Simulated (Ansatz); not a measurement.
## BN: x(Al) = 0.333, 6 atoms, Imm2

Start from BN in the zinc blende structure (space group F-43m, No. 216; a = 3.6247 Å).

The other end (x = 1) is AlN in the zinc blende structure (space group F-43m, No. 216): 10.67 Å³/atom, gap 3.31 eV; this end may not be an ambient phase.

The change: a fraction x = 0.333 of the B sites is given to Al, ordered in a cell of 6 atoms (starting symmetry Imm2) and fully relaxed.

Computed with DFT with PBE, PAW potentials and a 420 eV plane-wave cutoff in Ansatz (a program for electronic structure), without spin-orbit coupling. k-mesh 14×14×14 (Γ-centred); smearing 0.05 eV (Fermi–Dirac), for the changed cell.

The volume per atom goes up by 1.41 Å³ to 7.36 Å³ and the density shrinks by 0.056 g/cm³, from 3.46 g/cm³ to 3.41 g/cm³. The shortest interatomic distance increases by 0.006 Å, from 1.570 Å to 1.576 Å and the band gap drops by 1.385 eV to 3.08 eV. The gap character (in this cell's own zone, which can be folded) amounts to indirect, Γ → T and the valence-band top at Γ (three highest levels, from the VBM) changes from 0.00, 0.00, 0.00 eV to 0.00, -0.35, -0.53 eV. The mixing energy amounts to +0.225 eV/atom and the bowing parameter b of this ordering, from Eg = [1−x] Eg[0] + x Eg[1] − b x [1−x], comes out as 4.5 eV. The mean first-shell distances comes out as B–N 1.612 Å (end compound 1.570 Å), Al–N 1.857 Å (end compound 1.907 Å).

Final structure:

```xyz
6
Lattice="-1.3669 4.1069 1.9678 1.3669 -4.1069 1.9678 1.3669 4.1069 -1.9678" Properties=species:S:1:pos:R:3 pbc="T T T"
N      0.0000     1.5314     1.0865
N      0.0000     4.1069     0.7410
N      1.3669     2.5754    -0.8813
B      0.0000     5.5088     0.0216
Al     0.0000     0.0000     3.9300
B      0.0000     2.7049     0.0216
```

Each cell is one ordered arrangement of few atoms, which overstates ordering effects compared with a random alloy. No phonon test of stability was made. This is not the structure that AlN has at room temperature and ambient pressure. k-point labels follow each cell's own Brillouin zone.
